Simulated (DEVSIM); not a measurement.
Device: Schottky contact on n-type Si, at 400 K.

Layer 1 from the left is Si, thickness (μm) 2.40, Nd (cm⁻³) 3.7e16, τn (s) 3.2e-6, τp (s) 3.2e-6. Layer 2 from the left is Si, thickness (μm) 1.40, Nd (cm⁻³) 1e18, τn (s) 3.2e-6, τp (s) 3.2e-6.

Left contact: Schottky, work function 4.88 eV, emission velocity 2e6 cm/s. Right contact: ohmic. Voltage is applied to the left contact. Recombination: SRH at mid-gap, Auger. Mobility is constant in doping.

Constants are typed, rounded textbook-type inputs, not results; the design itself was drawn at random and stands for no fabricated device. Values at 300 K; Nc and Nv go as T^1.5, mobilities as T to minus their exponent, the gap by Varshni's rule with the affinity fixed.

Si: gap (eV) 1.124, affinity (eV) 4.05, permittivity 11.7, Nc (cm⁻³) 2.86e19, Nv (cm⁻³) 3.1e19, μn (cm²/Vs) 1417, μp (cm²/Vs) 470, T exponent of μn 2.3, T exponent of μp 2.2, Cn (cm⁶/s) 2.8e-31, Cp (cm⁶/s) 9.9e-32, Varshni α (eV/K) 0.000473, Varshni β (K) 636.

DEVSIM, 1D drift-diffusion, Boltzmann statistics, complete ionisation; no tunnelling, impact ionisation, image-force lowering or self-heating. Metal contacts follow the ideal Schottky-Mott rule: no Fermi-level pinning, no interface dipoles.

Dark forward current:

| |V| (V) | |J| (A/cm²) |
|---|---|
| 0.05 | 0.001550 |
| 0.10 | 0.008146 |
| 0.15 | 0.03620 |
| 0.20 | 0.1555 |
| 0.25 | 0.6615 |
| 0.30 | 2.799 |
| 0.35 | 11.69 |
| 0.40 | 46.68 |
| 0.45 | 163.3 |
| 0.50 | 445.2 |
| 0.55 | 938.6 |
| 0.60 | 1693 |
| 0.65 | 2857 |

Task: Work out the local ideality factor n = ΔV / (kT/q · ln(J2/J1)) between the rows 0.15 and 0.20 V, 0.60 and 0.65 V.

Result: kT/q = 34.47 mV. From 0.15 to 0.20 V: ln(0.1555/0.03620) = 1.458, n = 1.00, near the 1 of diffusion or emission over a barrier. From 0.60 to 0.65 V: ln(2857/1693) = 0.523, n = 2.77.

Task: Estimate the current at 0.25 V for emission alone, J0 = q v N_band exp(−φB/kT), and read the barrier back from the simulated current.

Result: φB = 0.830 eV, N_band = 4.40e19 cm⁻³, J0 = 0.000492 A/cm²; J = J0 (exp(qV/kT) − 1) = 0.694 A/cm². The simulation gives 0.661 A/cm²; the estimate lies 5.0 % above. Read backwards, the simulated current gives an apparent barrier of 0.832 eV. The estimate leaves out transport through the depletion region and minority injection.
